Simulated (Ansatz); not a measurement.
Given:

```xyz
4
Lattice="3.8940 0.0000 0.0000 0.0000 4.1937 0.0000 0.0000 0.0000 18.8306" Properties=species:S:1:pos:R:3 pbc="T T T"
Ge     2.9205     3.7780    10.6140
Ge     0.9735     1.6812     8.2166
Se     0.9735     1.9866    10.7439
Se     2.9205    -0.1102     8.0867
```

All values below come from PBE, rigid bands (plane waves, PAW, scalar-relativistic; Ansatz, a first-principles code). Condition of this run: biaxial strain -2 %. How the cell was made: cell and atoms relaxed with PBE, then loaded as said.

### Question
What conductivity effective mass do dilute electrons have at 300 K?

### Answer
0.20 (x), 0.140 (y) mₑ.

### Question
And the band gap?

### Answer
0.80 eV at this level; semilocal functionals usually fall short of the measured gap.

Rigid bands, one relaxation time for all states, no polarons. Spin-orbit coupling is left out; where it splits the top of the valence band it changes the hole mass and lowers the gap by about a third of the splitting.
